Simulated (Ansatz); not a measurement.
GaAs (P6₃mc, No. 186, 4 atoms in the cell; start mp-8883; a measured phase of this formula has another space group) was calculated with r²SCAN (Ansatz, a quantum-chemistry and plane-wave program, plane waves, PAW).

Run with plane-wave cutoff 600 eV, 12×12×6 k mesh (along the axes of the cell as run), scalar-relativistic PAW data made under PBE.

Computed at the level's own relaxed cell.

Hill averages of the elastic tensor: K = 72.0 GPa, G = 47.1 GPa. Volume 22.750 Å³/atom, mean atomic mass 72.322 u.

Q: Work out the density, the sound velocities of a polycrystal and the elastic Debye temperature at this level.

A: ρ = 1.66054 × 72.322/22.750 = 5.279 g/cm³. v_l = √[(K + 4G/3)/ρ] = 5.053 km/s and v_t = √(G/ρ) = 2.987 km/s. The mean follows from 3/v_m³ = 1/v_l³ + 2/v_t³: v_m = 3.309 km/s. Θ_D = (ħ/k_B) v_m (6π²/V)^(1/3) = 76.38 K Å s/km × 3.309 × 1.3756 Å⁻¹ = 348 K, counting all atoms of the cell.

Note: the relaxation could not lower the start's symmetry, so the cell can be a saddle point above a distorted one.

A start named mp-… is a Materials Project structure, which need not be a measured phase.
